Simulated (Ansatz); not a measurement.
Zr2N2O (C2/m, No. 12, 15 atoms in the cell; start mp-755368) was calculated with LDA (PAW; Ansatz, a program for electronic structure).

Settings: plane-wave cutoff 520 eV, 10×10×4 k mesh (along the axes of the cell as run), Fermi–Dirac smearing 0.01 eV, scalar-relativistic PAW data made under PBE.

Cell (relaxed with PBEsol):

```
CELL_PARAMETERS angstrom
      6.77865    -1.63972     0.00527
      6.77865     1.63972     0.00527
     -1.47371     0.00000     8.05865
ATOMIC_POSITIONS crystal
  Zr 0.03139 0.03139 0.80753
  Zr 0.96861 0.96861 0.19247
  Zr 0.62974 0.62974 0.47445
  Zr 0.37026 0.37026 0.52555
  Zr 0.69439 0.69439 0.13143
  Zr 0.30561 0.30561 0.86857
  N  0.53437 0.53437 0.65608
  N  0.46563 0.46563 0.34392
  N  0.17242 0.17242 0.96619
  N  0.82758 0.82758 0.03381
  N  0.12671 0.12671 0.28716
  N  0.87329 0.87329 0.71284
  O  0.20983 0.20983 0.61946
  O  0.79017 0.79017 0.38054
  O  0.50000 0.50000 0.00000
```

Estimate the band gap, smallest direct gap on the k points sampled and Γ–Γ gap that the calculation returns.


- band gap = 1.71 eV
- smallest direct gap on the k points sampled = 1.97 eV
- Γ–Γ gap = 2.12 eV

Note: cell and atoms aren't relaxed at this level (pressure -4.8 GPa).

Spin–orbit coupling is not included.

Computed values are for the static lattice.

Cost on a shared machine: around 5 core-minutes (rough).

A start named mp-… is a Materials Project structure, which need not be a measured phase.
